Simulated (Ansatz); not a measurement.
The starting structures come from a database of crystals and need not be the phases stable at ambient conditions.

 Where the default PAW files enter, the runs use the earlier of Ansatz's two default sets.

Inside the gap of an insulator the Bloch states are evanescent, with a wavenumber k + iκ along the transport direction.

Data:

```
CELL_PARAMETERS angstrom
      4.00390     0.00000     0.00000
      0.00000     4.00390     0.00000
      0.00000     0.00000     5.45448
ATOMIC_POSITIONS crystal
  Zn 0.00000 0.00000 0.00000
  Sn 0.50000 0.50000 0.50000
  P  0.00000 0.50000 0.22706
  P  0.50000 0.00000 0.77294
```

Space group of this cell: P-4m2. The cell is strained (lengths along the current scaled by 0.97, ions clamped); by r2SCAN its mean pressure is 2.7 GPa.

Transport runs along the normal of the first two printed cell vectors, the (001) (indices of the unstrained crystal) plane of the conventional cell.

The gap is the functional's own. No spin-orbit coupling. Mid-gap values are interpolated on the energy grid.

**Question.** Give the band gap and the smallest decay constant κ at mid-gap that r2SCAN in Ansatz (an electronic-structure program) yields.

**Answer.** Gap 0.88 eV on a 8×8×6 mesh; κ = 0.084 1/Å, at the zone centre.
